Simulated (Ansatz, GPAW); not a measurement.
An Ansatz (an electronic-structure program) input for a self-consistent single point of Sn (Fd-3m, 2 atoms in the cell) (DFT, PBE, plane waves, default PAW files):

Ansatz 0.2 input:
```yaml
# Sn
crystal:
  lattice:
    - [0.000000, 3.244500, 3.244500]
    - [3.244500, 0.000000, 3.244500]
    - [3.244500, 3.244500, 0.000000]
  atoms:
    - { symbol: Sn, position_ang: [0.000000, 0.000000, 0.000000] }
    - { symbol: Sn, position_ang: [1.622250, 1.622250, 1.622250] }
kpoints:
  mp_grid: { grid: [9, 9, 9] }
hamiltonian:
  xc: pbe
  pseudopotentials: { kind: paw }
scf:
  occupations: { method: fermi_dirac, width: 0.05 }
output:
  forces: true
  eigenvalues: true
  stress: true
```

Problem. Translate this input to GPAW.

Solution. This is the input that was run; spellings and numerical settings could be chosen otherwise.

```python
from ase import Atoms
from ase.units import GPa
from gpaw import GPAW, PW, FermiDirac

atoms = Atoms(['Sn', 'Sn'],
              cell=[[0.000000, 3.244500, 3.244500],
                    [3.244500, 0.000000, 3.244500],
                    [3.244500, 3.244500, 0.000000]],
              scaled_positions=[[0.000000, 0.000000, 0.000000],
                                [0.250000, 0.250000, 0.250000]],
              pbc=True)

calc = GPAW(mode=PW(600),
            xc='PBE',
            kpts=(9, 9, 9),
            occupations=FermiDirac(0.05),
            nbands=-8,
            convergence={'density': 1e-05, 'energy': 1e-05, 'bands': -6},
            symmetry={'symmorphic': False, 'tolerance': 0.0005},
            maxiter=150,
            txt='-')

atoms.calc = calc

energy = atoms.get_potential_energy()
print('Energy (eV):', round(energy, 6))
forces = atoms.get_forces()
print('Forces (eV/Ang):')
print(forces.round(5))
stress = atoms.get_stress()
print('Stress (GPa, Voigt):', (stress / GPa).round(4))
```

Basis, cutoffs, solver keys and any potentials are the target program's own. This input uses DFT PBE, plane waves, GPAW PAW datasets PBE (gpaw-data 1.0.1). Both were run: pressure 3.23 GPa in Ansatz and 2.97 in GPAW. Ansatz's pressure is the one without its finite-basis correction.

On GPAW: the starting cell has typed, rounded lattice constants, without a prior relaxation at this level.

On Ansatz: the starting cell has typed, rounded lattice constants, without a prior relaxation at this level. With a pressure of about 3 GPa the cell is away from its equilibrium volume at this level.
